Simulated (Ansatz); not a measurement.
SiO2 (model structure, started from the tetragonal ZrO2 type, P4₂/nmc, No. 137, 6 atoms in the cell) was calculated with r²SCAN (plane waves, PAW; Ansatz, a first-principles code).

Settings: plane-wave cutoff 560 eV, 10×10×8 k mesh (along the axes of the cell as run), Fermi–Dirac smearing 0.01 eV, scalar-relativistic PAW data made under PBE.

Cell (relaxed at this level):

```cif
data_O4Si2
_chemical_formula_sum 'Si2 O4'
_space_group_name_H-M_alt 'P42/nmc :1'
_space_group_IT_number 137
_space_group_name_Hall 'P 4n 2n -1n'
_cell_length_a 2.82539
_cell_length_b 2.82539
_cell_length_c 8.18695
_cell_angle_alpha 90.000
_cell_angle_beta 90.000
_cell_angle_gamma 90.000
loop_
_space_group_symop_operation_xyz
  'x, y, z'
  '-y+1/2, x+1/2, z+1/2'
  '-x, -y, z'
  'y+1/2, -x+1/2, z+1/2'
  'x+1/2, -y+1/2, -z+1/2'
  '-y, -x, -z'
  '-x+1/2, y+1/2, -z+1/2'
  'y, x, -z'
  '-x+1/2, -y+1/2, -z+1/2'
  'y, -x, -z'
  'x+1/2, y+1/2, -z+1/2'
  '-y, x, -z'
  '-x, y, z'
  'y+1/2, x+1/2, z+1/2'
  'x, -y, z'
  '-y+1/2, -x+1/2, z+1/2'
loop_
_atom_site_label
_atom_site_type_symbol
_atom_site_symmetry_multiplicity
_atom_site_Wyckoff_symbol
_atom_site_fract_x
_atom_site_fract_y
_atom_site_fract_z
_atom_site_occupancy
Si1 Si 2 a 0.00000 0.00000 0.00000 1
O1 O 4 d 0.00000 0.50000 0.10206 1
```

Task: Give the computed band gap and smallest direct gap on the k points sampled.

Result: 
band gap: 5.94 eV (indirect)
smallest direct gap on the k points sampled: 6.30 eV

Note: the relaxation could raise the start's symmetry but not lower it, so the cell can be a saddle point.

The computed numbers hold no vibrational or temperature effects.

A model structure was made by putting elements into a prototype or built by hand; it is no filed structure, need not be a known phase, and can be a saddle point held by its symmetry.
